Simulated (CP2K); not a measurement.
Input and output of a self-consistent single point for NiSb (P1, 4 atoms in the cell) (CP2K).

Method: PBE, GPW, DZVP-MOLOPT-SR-GTH basis, GTH-PBE potentials (GTH_POTENTIALS) run with CP2K 2026.2.

The change in words: lattice scaled by 0.98. Reference geometry:
```
CELL_PARAMETERS angstrom
      3.92967     0.00000     0.00000
     -1.96484     3.40319     0.00000
      0.00000     0.00000     5.11619
ATOMIC_POSITIONS crystal
  Ni 0.99389 0.99685 0.00155
  Ni 0.99827 0.00155 0.50396
  Sb 0.34159 0.66761 0.24963
  Sb 0.66625 0.33399 0.74485
```

Reference input (self-consistent single point, DFT PBE, GPW, DZVP-MOLOPT-SR-GTH basis, GTH-PBE potentials (GTH_POTENTIALS)): CUTOFF = 600 Ry; REL_CUTOFF = 50 Ry; SMEAR/METHOD = GAUSSIAN; SIGMA = 0.272 eV; KPOINTS/SCHEME = MONKHORST-PACK 5 5 4; GAMMA_CENTERED = T; XC_FUNCTIONAL = PBE; Ni/BASIS_SET = DZVP-MOLOPT-SR-GTH; Ni/POTENTIAL = GTH-PBE-q18; Sb/BASIS_SET = DZVP-MOLOPT-SR-GTH; Sb/POTENTIAL = GTH-PBE-q5; METHOD = GPW. This run's input differs from it in these lines:

```diff
@@ -64,4 +64,4 @@
     &CELL
-      ABC 3.92967000 3.92966996 5.11619000
-      ALPHA_BETA_GAMMA 90.00000000 90.00000000 120.00000035
+      ABC 3.85107700 3.85107630 5.01386600
+      ALPHA_BETA_GAMMA 90.00000000 90.00000000 119.99999738
       PERIODIC XYZ
```

Output (repeated stretches shortened):

```
 SCF WAVEFUNCTION OPTIMIZATION

  Step     Update method      Time    Convergence         Total energy    Change
     1 NoMix/Diag. 0.30E+00      -     1.38998717      -350.7637052713 -3.51E+02
     2 Broy./Diag. 0.30E+00      -     0.22456760      -339.8615039578  1.09E+01
     3 Broy./Diag. 0.30E+00      -     0.02169471      -350.5318404305 -1.07E+01
     4 Broy./Diag. 0.30E+00      -     0.09269749      -349.4868686672  1.04E+00
     5 Broy./Diag. 0.30E+00      -     0.00655113      -349.8774448434 -3.91E-01
     6 Broy./Diag. 0.30E+00      -     0.00587882      -349.6610066325  2.16E-01
   [... 7 lines left out ...]
    14 Broy./Diag. 0.30E+00      -     0.00000436      -349.6937690787 -5.02E-04
    15 Broy./Diag. 0.30E+00      -     0.00000415      -349.6938418291 -7.28E-05
    16 Broy./Diag. 0.30E+00      -     0.00000103      -349.6938365408  5.29E-06
    17 Broy./Diag. 0.30E+00      -     0.00000099      -349.6938317112  4.83E-06
  *** SCF run converged in    17 steps ***

  Overlap energy of the core charge distribution:               0.00000000051968
  Self energy of the core charge distribution:               -546.18469562727353
  Core Hamiltonian energy:                                    151.68926991310332
  Hartree energy:                                              81.76157493554098
  Exchange-correlation energy:                                -36.95674224982132
  Smearing free energy correction:                             -0.00323868605910
  Fermi energy:                                                 0.38622137560085

  Total energy:                                              -349.69383171120933
  Total energy (extrapolated to sigma->0):                   -349.69221236817975

                     Mulliken Population Analysis

   [... lines left out ...]

 STRESS| Analytical stress tensor [bar]
 STRESS|                        x                   y                   z
 STRESS|      x        1.79260908042E+05   8.46309395422E+03  -8.38200609831E+02
 STRESS|      y        8.46309395422E+03   1.77624091308E+05  -2.50549301272E+02
 STRESS|      z       -8.38200609831E+02  -2.50549301272E+02   1.68408015081E+05
 STRESS| 1/3 Trace                                             1.75097671477E+05
```

The run converged in 17 iterations. Against the reference run the free energy rises by 77.2 meV/atom, the pressure goes from 7.62 to 17.51 GPa and the largest force goes from 0.380 to 0.471 eV/Å.

The starting cell comes from a database of computed structures (which also holds hypothetical and non-ambient phases and stackings), without a prior relaxation at this level. Its atoms were displaced at random from the sites of space group no. 194. For this run, on top of that: lattice scaled by 0.98. Spin polarisation is off. Values carry the incompleteness of an atom-centred basis. With a pressure of about 18 GPa the cell is away from its equilibrium volume at this level.

Cost on one core of a shared machine: roughly 30 s.
